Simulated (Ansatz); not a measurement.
# Response to strain in Mg

Consider Mg in the hcp (Mg type) structure (space group P6_3/mmc, No. 194; relaxed with 0.1 eV smearing).

Space group P6₃/mmc (No. 194); a = b = 3.1952 Å, c = 5.1966 Å, α = β = 90.00°, γ = 120.00°

```
atom  site  symmetry       x       y       z
----  ----  --------  ------  ------  ------
Mg      2c      -6m2  0.3333  0.6667  0.2500
```

Strains are applied to the cell and any free atomic positions relax.

Computed with PBE/PAW in Ansatz (an electronic-structure program), spin-orbit coupling left out.

Candidates:
(a) isotropic strain +2.50 %
(b) isotropic strain −1.00 %
(c) isotropic strain −3.00 %

Notes on the quantities. energy relative to the base: free energy F.

Question: Order them by energy relative to the base, highest first.

Answer: (c) isotropic strain −3.00 % (+23 meV/atom), (a) isotropic strain +2.50 % (+13 meV/atom), (b) isotropic strain −1.00 % (+2.4 meV/atom)

Whether these cells are dynamically stable was not tested.
